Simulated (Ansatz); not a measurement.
The reference is HfN in the rock salt structure (space group Fm-3m, No. 225; a = 4.4681 Å).

Method: LDA, PAW, 420 eV (Ansatz, an electronic-structure program; without spin-orbit coupling).

For the base:

```
Item                                Result
-----------------------------  -----------
Density                        14.33 g/cm³
Shortest interatomic distance      2.234 Å
```

Modification: cell and atoms relaxed at a pressure of 15 GPa.

What happens to the density and shortest interatomic distance?

The density increases by 0.663 g/cm³ to 15.00 g/cm³; the shortest interatomic distance drops by 0.033 Å, from 2.234 Å to 2.201 Å.

Load acts through the strain it causes; cell and atoms are relaxed under it. No phonon test of stability was made. No other phases were tried under pressure. All final runs are without spin polarisation. An odd electron count without spin: HfN.
